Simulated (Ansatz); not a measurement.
Gap of a one-dimensional NaI body, 2 atoms a period at several levels, all on one geometry.

```xyz
2
Lattice="11.0000 0.0000 0.0000 0.0000 11.0000 0.0000 0.0000 0.0000 5.7608" Properties=species:S:1:pos:R:3 pbc="T T T"
Na     5.5000     5.5000     0.0000
I      5.5000     5.5000     2.8804
```

Levels: PBE (plane waves to 420 eV, PAW; Ansatz, a first-principles code); PBE with spin-orbit coupling run with Ansatz; r2SCAN (plane waves to 500 eV, PAW; Ansatz); HSE06 in Ansatz. Unmarked values and the geometry are of the first. Mesh 1×1×52. No spin polarisation. Isolated but for its images some 11 Å away. A hypothetical model. Only distortions within the start's symmetry and period were free. Pairing along the axis, which can open a gap, is among the distortions not tried. Values not marked SOC lack spin–orbit coupling. HSE06 ran on a 1×1×3 mesh and at PBE's edge points.

```json
[
 {"level": "PBE", "gap (eV)": "3.99"},
 {"level": "PBE+SOC", "gap (eV)": "3.71"},
 {"level": "r2SCAN", "gap (eV)": "[?]"},
 {"level": "HSE06", "gap (eV)": "4.97"}
]
```

Q: Fill in the missing entries.

A: 
- r2SCAN, gap (eV): 4.88
